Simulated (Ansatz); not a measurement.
# Lattice parameter a of TaS2 (model structure, started from the rutile type, P4₂/mnm, No. 136, 6 atoms in the cell) at several levels of theory

No measured value is used here.

| level (code) | value (Å) |
|---|---|
| PBE (Ansatz) | ___ |
| PBEsol (Ansatz) | 5.976 |
| PBE-D3(BJ) (Ansatz) | 5.979 |

**Question.** Complete the blanks.

**Answer.** 
- PBE (Ansatz, a quantum-chemistry and plane-wave program), value (Å): 6.036

Density-functional levels without +SOC have no spin–orbit coupling. Ansatz's density-functional and Hartree–Fock values are scalar-relativistic unless marked +SOC, with PAW data made under PBE.

A model structure was made by putting elements into a prototype or built by hand; it is no filed structure, need not be a known phase, and can be a saddle point held by its symmetry.
